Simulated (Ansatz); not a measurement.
ZrCd3 (Pm-3m), PBEsol, DFPT electron-phonon coupling, linearised Boltzmann equation in Ansatz (a first-principles code): phonon-limited resistivity 28.8 μΩ·cm at 300 K, 38.2 μΩ·cm at 400 K, current-weighted mean free path 5.2 nm, Drude plasma energy 4.21 eV.

Question: What temperature coefficient of resistance follows, and how does it compare with 1/T?

Answer: (ρ₄₀₀ − ρ₃₀₀)/(100 K × ρ₃₀₀) = 3.26×10⁻³ K⁻¹, against 1/T = 3.33×10⁻³ K⁻¹ for a resistivity proportional to T. Impurities would add a constant and lower it.

Question: What Drude relaxation time do resistivity and plasma energy imply?

Answer: ω_p = 6.40e15 s⁻¹, so τ = 1/(ε₀ ω_p² ρ) = 9.59 fs, a damping ħ/τ of 68.7 meV.

Question: What is the classical skin depth at 1 GHz (nonmagnetic, μ₀ = 1.257×10⁻⁶ H/m)?

Answer: δ = √(ρ/(π f μ₀)) = 8540 nm.

A metal at this level (no band gap). Only scattering by harmonic phonons is included (no impurities, grain boundaries, electron-electron scattering or thermal expansion). Spin-orbit coupling is left out. Halving the electron mesh (20x20x20) moves the resistivity by up to 10 % at 300 K, the mean free path by up to 5 %. Smearing 0.20 eV; phonons on a 3x3x3 q mesh, which this run doesn't test.

Computed structure with no diffraction record at hand here (it may be known, metastable or hypothetical): ZrCd3 (Pm-3m).
